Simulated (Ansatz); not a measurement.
System: PbTe (within 0.1 Å of P6₃/mmc, No. 194, 8 atoms in the cell; start mp-2517816; high-pressure phase). Method: r²SCAN+rVV10 (PAW; Ansatz, a program for electronic structure).

Numerical settings: plane-wave cutoff 560 eV, 4×8×4 k mesh (along the axes of the cell as run), Fermi–Dirac smearing 0.01 eV, scalar-relativistic PAW data made under PBE.

Cell (relaxed at this level):

```cif
data_Pb2Te2
_chemical_formula_sum 'Te2 Pb2'
_space_group_name_H-M_alt 'P63/mmc'
_space_group_IT_number 194
_space_group_name_Hall '-P 6c 2c'
_cell_length_a 4.50364
_cell_length_b 4.50364
_cell_length_c 7.90433
_cell_angle_alpha 90.000
_cell_angle_beta 90.000
_cell_angle_gamma 120.000
loop_
_atom_site_label
_atom_site_type_symbol
_atom_site_symmetry_multiplicity
_atom_site_Wyckoff_symbol
_atom_site_fract_x
_atom_site_fract_y
_atom_site_fract_z
_atom_site_occupancy
Te1 Te 2 c 0.33333 0.66667 0.25000 1
Pb1 Pb 2 a 0.00000 0.00000 0.00000 1
```
(The calculation used a cell of 8 atoms; values per cell refer to that cell.)

Q: Give the computed band gap and smallest direct gap on the k points sampled.

A: 
- band gap: 0.34 eV
- smallest direct gap on the k points sampled: 0.42 eV

Spin–orbit coupling is not included; with these elements it can move the gap by several tenths of an eV or more.

Computed values are for the static lattice.

It cost very roughly 9 core-minutes of CPU time.

A start named mp-… is a Materials Project structure, which need not be a measured phase.
